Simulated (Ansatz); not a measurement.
Worked example: self-consistent single point of Si2Ni (Fm-3m, 3 atoms in the cell) in Ansatz (a program for electronic structure).

Method of the run: LDA (PW92), default PAW files made with PBE (plane waves; Ansatz).

```
CELL_PARAMETERS angstrom
      0.00000     2.69315     2.69315
      2.69315     0.00000     2.69315
      2.69315     2.69315     0.00000
ATOMIC_POSITIONS crystal
  Si 0.25000 0.25000 0.25000
  Si 0.75000 0.75000 0.75000
  Ni 0.00000 0.00000 0.00000
```

Reference input (self-consistent single point, DFT, PBE, plane waves, default PAW files): kpoints.mp_grid.grid = 9 9 9; hamiltonian.xc = pbe; hamiltonian.pseudopotentials = {kind: paw} (the program's default PAW files); scf.occupations.method = gaussian; scf.occupations.width = 0.0073 Ry. This run's input differs from it in these lines:

Ansatz 0.2 input:
```diff
@@ -12,3 +12,3 @@
 hamiltonian:
-  xc: pbe
+  xc: lda
   pseudopotentials: { kind: paw }
```

Output, abridged:

```
SCF iter   1: F=—  HF=-6992.082810 eV  |F-HF|=—  |Δ(HF+E_count)|=         —  Δρ=1.62e-2  dr2=5.20e-2  ethr=1.77e-3  ⟨swp⟩=5.1  Hψ=3028  notcnv=0
all-band conjugate gradients solve this SCF's bands
preconditioner: auto → Kerker (q_TF=auto, 2.549 Å⁻¹)
SCF iter   2: F=—  HF=-6992.075385 eV  |F-HF|=—  |Δ(HF+E_count)|=   7.43e-3  Δρ=3.96e-3  dr2=3.88e-3  ethr=2.00e-4  ⟨swp⟩=3.0  Hψ=1204  notcnv=0  defer=2
   [... lines left out ...]
SCF iter   3: F=—  HF=-6992.074183 eV  |F-HF|=—  |Δ(HF+E_count)|=   1.20e-3  Δρ=1.04e-3  dr2=2.45e-4  ethr=1.49e-5  ⟨swp⟩=2.3  Hψ=878  notcnv=0  defer=2
SCF iter   4: F=—  HF=-6992.074091 eV  |F-HF|=—  |Δ(HF+E_count)|=   9.21e-5  Δρ=1.47e-4  dr2=6.67e-6  ethr=9.43e-7  ⟨swp⟩=2.2  Hψ=853  notcnv=0  defer=2
SCF iter   5: F=—  HF=-6992.074090 eV  |F-HF|=—  |Δ(HF+E_count)|=   6.10e-7  Δρ=1.34e-5  dr2=3.36e-8  ethr=2.57e-8  ⟨swp⟩=2.2  Hψ=847  notcnv=0  defer=2
SCF iter   6: F=-6992.074090 eV  HF=-6992.074090 eV  |F-HF|=8.82e-11  |Δ(HF+E_count)|=   1.03e-8  Δρ=7.18e-7  dr2=1.37e-10  ethr=1.29e-10  ⟨swp⟩=3.1  Hψ=2232  notcnv=0
SCF 1 converged in 6 iterations: F = -6992.074090 eV  dr2 = 1.37e-10
Free energy (F): -6992.074090 eV
Internal energy: -6992.070054 eV  (E = F + TS)
E sigma→0 (E₀):  -6992.072072 eV
Entropy (-TS):   -0.004036 eV (-1.345 meV/atom)
Fermi energy:    13.229823 eV
--- Forces (eV/Å), atoms counted from 1 ---
  atom   1  Si     0.00000000    -0.00000000    -0.00000000
   [... zero for the other atoms too ...]
--- Stress (GPa, compression-positive) ---
       -2.663309       0.000000      -0.000000
        0.000000      -2.663309      -0.000000
       -0.000000      -0.000000      -2.663309
  P = ⅓ Tr σ = -2.6633 GPa (-26.633 kbar)
  The stress holds the Pulay correction. Without it, at fixed plane waves, as pw.x and ABINIT print it: P = -2.7452 GPa
```

The run converged in 6 iterations. Against the reference run the pressure goes from 5.63 to -2.66 GPa.

The starting cell comes from a database of computed structures (which also holds hypothetical and non-ambient phases and stackings), without a prior relaxation at this level. Spin polarisation is off. Ansatz's pressure includes its estimate of the finite-basis (Pulay) stress.
